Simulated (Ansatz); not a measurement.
Start from BAs in the zinc blende structure (space group F-43m, No. 216; a = 4.7322 Å). Axes: x, y, z lie along the cube axes.

Level of theory: LDA/PAW in Ansatz (an electronic-structure program), no spin-orbit coupling.

Base values:

| Item | Result |
|---|---|
| Valence-band top at Γ | 0.00, 0.00, 0.00 eV |
| Band gap | 1.11 eV |
| Smallest direct gap | 3.29 eV |

Modification: a pure shear with ε_xy = ε_yx = 0.0086, atoms relaxed at fixed cell.

Question: How does this affect the valence-band top at Γ, band gap, stress, energy relative to the base and smallest direct gap?

Answer: The valence-band top at Γ (three highest levels, from the VBM) goes from 0.00, 0.00, 0.00 eV to 0.00, -0.08, -0.15 eV; the band gap decreases by 0.11 eV, from 1.11 eV to 1.00 eV; the stress (xx, yy, zz, yz, xz, xy; compression positive) comes out as (0.05, 0.05, -0.01, 0.00, 0.00, -2.69) GPa; the energy rises by 1.9 meV/atom; the smallest direct gap falls by 0.21 eV, from 3.29 eV to 3.08 eV.

The cells carry an imposed strain or load. No phonon test of stability was made.
